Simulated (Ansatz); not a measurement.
Take CuCl in the zinc blende structure (space group F-43m, No. 216) as the base.

```xyz
2
Lattice="0.0000 2.6449 2.6449 2.6449 0.0000 2.6449 2.6449 2.6449 0.0000" Properties=species:S:1:pos:R:3 pbc="T T T"
Cu     0.0000     0.0000     0.0000
Cl     1.3224     1.3224     1.3224
```

Method: DFT with PBEsol, PAW potentials and a 420 eV plane-wave cutoff in Ansatz (a program for electronic structure), no spin-orbit coupling.

Base values:

The gap between the host's bands comes out as 0.55 eV.

Modification: hole doping at 2.0×10^21 cm⁻³ (0.0740 per cell), with a uniform compensating background at fixed cell and a 300 K Fermi–Dirac width.

**Question.** Predict the new gap between the host's bands and Fermi level from band edge.

**Answer.** The gap between the host's bands grows by 0.154 eV (0.55 eV → 0.71 eV); the Fermi level relative to the doped band's edge (positive inside the band; to 0.05 eV) is +0.15 eV.

Carriers are added with a uniform compensating background; total energy and stress of such cells depend on the potential's zero and are not compared; many-body gap narrowing is missing at this level. No phonon test of stability was made. No Hubbard U is applied. The final runs are not spin-polarised.
